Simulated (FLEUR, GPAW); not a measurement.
A FLEUR input for a self-consistent single point of Zr2CuSb3 (P-4m2, 6 atoms in the cell) (DFT, PBEsol, all-electron FLAPW (FLEUR), scalar-relativistic valence):

Input of the input generator:

```
Zr2CuSb3 crystal
&input film=f /
3.9780820000 0.0000000000 0.0000000000
0.0000000000 3.9780820000 0.0000000000
0.0000000000 0.0000000000 8.7637900000
1.8897261246
1.0 1.0 1.0

6
40 0.0000000000 0.5000000000 0.7376100000
40 0.5000000000 0.0000000000 0.2623900000
29 0.0000000000 0.0000000000 0.0000000000
51 0.5000000000 0.5000000000 0.0000000000
51 0.0000000000 0.5000000000 0.3786300000
51 0.5000000000 0.0000000000 0.6213700000

&comp jspins=1 /
&exco xctyp='PBEs' /
&kpt div1=5 div2=5 div3=3 /
&end /
```

```xml
<?xml version="1.0" encoding="UTF-8" standalone="no"?>
<fleurInput fleurInputVersion="0.39">
   <comment>
      Zr2CuSb3 crystal                                                                                    
   </comment>
   <calculationSetup>
      <cutoffs Kmax="4.1" Gmax="16.4" GmaxXC="16.4" numbands="0"/>
      <scfLoop itmax="60" minDistance="0.00001" maxIterBroyd="15" imix="Anderson" alpha="0.05" precondParam="0.0" spinf="2.0"/>
      <coreElectrons ctail="T" frcor="F" kcrel="0" coretail_lmax="0"/>
      <xcFunctional name="PBEs" relativisticCorrections="F"/>
      <magnetism jspins="1"/>
      <soc l_soc="F" theta="0.0" phi="0.0" spav="F"/>
      <expertModes spex="0" secvar="F"/>
      <geometryOptimization l_f="T" forcealpha="1.0" forcemix="BFGS" epsdisp="0.00001" epsforce="0.00001"/>
      <ldaU l_linMix="F" mixParam="0.05" spinf="1.0"/>
   </calculationSetup>
   <cell>
      <bzIntegration valenceElectrons="80.0" mode="gauss" fermiSmearingEnergy="0.00999582">
         <kPointListSelection listName="default-1"/>
         <!-- k-points included here -->
         <xi:include xmlns:xi="http://www.w3.org/2001/XInclude" href="kpts.xml"> </xi:include>
      </bzIntegration>
      <!-- symmetry operations included here -->
      <xi:include xmlns:xi="http://www.w3.org/2001/XInclude" href="sym.xml"> </xi:include>
      <bulkLattice scale="1.0">
         <bravaisMatrix>
            <row-1>    7.5174854812010166     0.0000000000000000     0.0000000000000000</row-1>
            <row-2>    0.0000000000000000     7.5174854812010166     0.0000000000000000</row-2>
            <row-3>    0.0000000000000000     0.0000000000000000    16.5611629135082339</row-3>
         </bravaisMatrix>
      </bulkLattice>
   </cell>
   <atomSpecies>
      <species name="Zirconium (Zr)" element="Zr" atomicNumber="40">
         <mtSphere radius="2.68" gridPoints="925" logIncrement="0.014"/>
         <atomicCutoffs lmax="10" lnonsphr="8"/>
         <electronConfig flipSpins="F">
            <coreConfig>(1s1/2) (2s1/2) (2p1/2) (2p3/2) (3s1/2) (3p1/2) (3p3/2) (3d3/2) (3d5/2)</coreConfig>
            <valenceConfig>(4s1/2) (4p1/2) (4p3/2) (5s1/2) (4d3/2) (4d5/2)</valenceConfig>
            <stateOccupation state="(4d3/2)" spinUp="0.4" spinDown="0.4"/>
            <stateOccupation state="(4d5/2)" spinUp="0.6" spinDown="0.6"/>
         </electronConfig>
         <energyParameters s="5" p="5" d="4" f="4"/>
         <lo type="SCLO" l="0" n="4" eDeriv="0"/>
         <lo type="SCLO" l="1" n="4" eDeriv="0"/>
      </species>
      <species name="Copper (Cu)" element="Cu" atomicNumber="29">
         <mtSphere radius="2.48" gridPoints="857" logIncrement="0.014"/>
         <atomicCutoffs lmax="10" lnonsphr="8"/>
         <electronConfig flipSpins="F">
            <coreConfig>(1s1/2) (2s1/2) (2p1/2) (2p3/2) (3s1/2) (3p1/2) (3p3/2)</coreConfig>
            <valenceConfig>(4s1/2) (3d3/2) (3d5/2)</valenceConfig>
            <stateOccupation state="(4s1/2)" spinUp="0.5" spinDown="0.5"/>
         </electronConfig>
         <energyParameters s="4" p="4" d="3" f="4"/>
      </species>
      <species name="Antimony (Sb)" element="Sb" atomicNumber="51">
         <mtSphere radius="2.48" gridPoints="857" logIncrement="0.015"/>
         <atomicCutoffs lmax="10" lnonsphr="8"/>
         <electronConfig flipSpins="F">
            <coreConfig>(1s1/2) (2s1/2) (2p1/2) (2p3/2) (3s1/2) (3p1/2) (3p3/2) (4s1/2) (3d3/2) (3d5/2) (4p1/2) (4p3/2)</coreConfig>
            <valenceConfig>(5s1/2) (4d3/2) (4d5/2) (5p1/2) (5p3/2)</valenceConfig>
            <stateOccupation state="(5p1/2)" spinUp="0.5" spinDown="0.5"/>
            <stateOccupation state="(5p3/2)" spinUp="1.0" spinDown="1.0"/>
         </electronConfig>
         <energyParameters s="5" p="5" d="5" f="4"/>
         <lo type="SCLO" l="2" n="4" eDeriv="0"/>
      </species>
   </atomSpecies>
   <atomGroups>
      <atomGroup species="Zirconium (Zr)">
         <relPos label="                   1">.0000000000 1.000/2.000 -.2623900000</relPos>
         <relPos label="                   2">1.000/2.000 .0000000000 .2623900000</relPos>
         <force calculate="T" relaxXYZ="TTT"/>
      </atomGroup>
      <atomGroup species="Copper (Cu)">
         <relPos label="                   3">.0000000000 .0000000000 .0000000000</relPos>
         <force calculate="T" relaxXYZ="TTT"/>
      </atomGroup>
      <atomGroup species="Antimony (Sb)">
         <relPos label="                   4">1.000/2.000 1.000/2.000 .0000000000</relPos>
         <force calculate="T" relaxXYZ="TTT"/>
      </atomGroup>
      <atomGroup species="Antimony (Sb)">
         <relPos label="                   5">.0000000000 1.000/2.000 .3786300000</relPos>
         <relPos label="                   6">1.000/2.000 .0000000000 -.3786300000</relPos>
         <force calculate="T" relaxXYZ="TTT"/>
      </atomGroup>
   </atomGroups>
   <output dos="F" band="F" slice="F">
      <checks vchk="F" cdinf="F"/>
      <bandDOS minEnergy="-.5*Htr" maxEnergy="0.5*Htr" sigma="0.015" storeEVData="T"/>
      <vacuumDOS vacdos="F" integ="F" star="F" nstars="0" locx1="0.0" locy1="0.0" locx2="0.0" locy2="0.0" nstm="0" tworkf="0.0"/>
      <unfoldingBand unfoldBand="F" supercellX="1" supercellY="1" supercellZ="1"/>
      <plotting iplot="0" polar="F">
         <plot TwoD="T" vec1="  1.0  0.0  0.0" vec2="  0.0  1.0  0.0" vec3="  0.0  0.0  1.0" zero="  0.0  0.0  0.0" file="plot"/>
      </plotting>
      <chargeDensitySlicing numkpt="0" minEigenval="0.0" maxEigenval="0.0" nnne="0" pallst="F"/>
      <specialOutput eonly="F"/>
      <magneticCircularDichroism mcd="F" energyLo="-10.0" energyUp="0.0"/>
   </output>
  <!-- We include the file relax.xml here to enable relaxations (see documentation) -->
  <xi:include xmlns:xi="http://www.w3.org/2001/XInclude" href="relax.xml"> <xi:fallback/> </xi:include>
</fleurInput>
```

Problem. Give the GPAW input for the same structure, mesh, smearing and functional.

Solution. This is the input that was run; spellings and numerical settings could be chosen otherwise.

```python
from ase import Atoms
from ase.units import GPa
from gpaw import GPAW

atoms = Atoms(['Zr', 'Zr', 'Cu', 'Sb', 'Sb', 'Sb'],
              cell=[[3.978082, 0.000000, 0.000000],
                    [0.000000, 3.978082, 0.000000],
                    [0.000000, 0.000000, 8.763790]],
              positions=[[0.000000, 1.989041, 6.464259],
                         [1.989041, 0.000000, 2.299531],
                         [0.000000, 0.000000, 0.000000],
                         [1.989041, 1.989041, 0.000000],
                         [0.000000, 1.989041, 3.318234],
                         [1.989041, 0.000000, 5.445556]],
              pbc=True)

calc = GPAW(mode={'name': 'pw', 'ecut': 800},
            xc='PBEsol',
            kpts=(5, 5, 3),
            occupations={'name': 'methfessel-paxton', 'width': 0.272, 'order': 0},
            nbands=-10,
            convergence={'density': 1e-05},
            symmetry={'symmorphic': False, 'tolerance': 0.0005},
            maxiter=100,
            txt='-')

atoms.calc = calc

energy = atoms.get_potential_energy()
print('Energy (eV):', round(energy, 6))
forces = atoms.get_forces()
print('Forces (eV/Ang):')
print(forces.round(5))
stress = atoms.get_stress()
print('Stress (GPa, Voigt):', (stress / GPa).round(4))
```

Basis settings and potentials, where a program has them, do not carry over. This input uses DFT PBEsol, plane waves, GPAW PAW datasets PBEsol (made by gpaw-setup).

The starting cell comes from a database of computed structures (which also holds hypothetical and non-ambient phases and stackings), without a prior relaxation at this level. Its lattice was rescaled by a random factor within 2.5 % of one.
